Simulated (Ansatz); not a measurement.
**Alloy series in GaP**

Take GaP in the zinc blende structure (space group F-43m, No. 216; a = 5.438 Å) as the base.

The other end (x = 1) is InP in the zinc blende structure (space group F-43m, No. 216): 25.39 Å³/atom, gap 0.57 eV.

In replaces a fraction x of Ga; each row is one arrangement (x, atoms in the cell, starting space group or random), fully relaxed.

The values are results of Ansatz (a program for electronic structure) PBEsol, spin-orbit coupling left out, not measurements.

Notes on the quantities. deviation of the volume from the linear: Vegard-type) interpolation.

| variant | band gap | shortest interatomic distance | deviation of the volume from the linear |
|---|---|---|---|
| base | 1.45 eV | 2.355 Å | – |
| x(In) = 0.25, 8 atoms, Amm2 | 1.02 eV | 2.339 Å | -0.2 % |
| x(In) = 0.25, 8 atoms, Cm | 1.12 eV | 2.330 Å | -0.4 % |
| x(In) = 0.5, 8 atoms, Cm | 0.98 eV | 2.350 Å | -0.6 % |
| x(In) = 0.75, 8 atoms, Pmm2 | 0.72 eV | 2.367 Å | -0.4 % |
| x(In) = 0.75, 8 atoms, Amm2 | 0.54 eV | 2.390 Å | -0.2 % |
| x(In) = 0.75, 8 atoms, P-43m | 0.77 eV | 2.388 Å | -0.4 % |

These are small ordered cells, not random alloys; other orderings at the same x differ. Whether these cells are dynamically stable was not tested.
